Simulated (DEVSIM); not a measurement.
Structure: TaN/Al2O3/SiO2/n-Si capacitor, at 300 K.

```csv
layer (left to right),material,thickness (nm),Nd (cm⁻³)
1,Al2O3,4.70,-
2,SiO2,0.810,-
3,Si,6100,9e15
```

Metal gate on the left, work function 4.4 eV. Fixed charge at the semiconductor interface 0 cm⁻² (in units of +e); interface traps 9.8e11 cm⁻² eV⁻¹, uniform in energy, neutral level at 0.5 of the gap above the valence band.

Constants are typed, rounded textbook-type inputs, not results; the design itself was drawn at random and stands for no fabricated device. Values at 300 K.

| parameter | Al2O3 | SiO2 | Si |
|---|---|---|---|
| gap (eV) | 6.8 | 9 | 1.124 |
| affinity (eV) | 1.35 | 0.9 | 4.05 |
| permittivity | 9 | 3.9 | 11.7 |
| Nc (cm⁻³) | - | - | 2.86e19 |
| Nv (cm⁻³) | - | - | 3.1e19 |

Simulated with DEVSIM: 1D Poisson equation in equilibrium, Boltzmann statistics, complete ionisation; no quantum confinement or tunnelling. Metal contacts follow the ideal Schottky-Mott rule: no Fermi-level pinning, no interface dipoles.

The interface trap density was swept, all else fixed.

| interface trap density (cm^-2 eV^-1) | minimum of the low-frequency capacitance (μF/cm²) | threshold voltage (band bending 2φF) (V) | flat-band voltage (V) |
|---|---|---|---|
| 0 | 0.0356 | -0.60 | 0.14 |
| 1e10 | 0.0371 | -0.60 | 0.14 |
| 1e11 | 0.0505 | -0.61 | 0.15 |
| 3e11 | 0.0792 | -0.61 | 0.16 |
| 9.8e11 | 0.167 | -0.65 | 0.19 |
| 1e12 | 0.170 | -0.65 | 0.19 |
| 2e12 | 0.276 | -0.69 | 0.23 |

From the first row to the last the minimum of the low-frequency capacitance goes from 0.0356 to 0.276. From the first row to the last the threshold voltage (band bending 2φF) goes from -0.60 to -0.69.
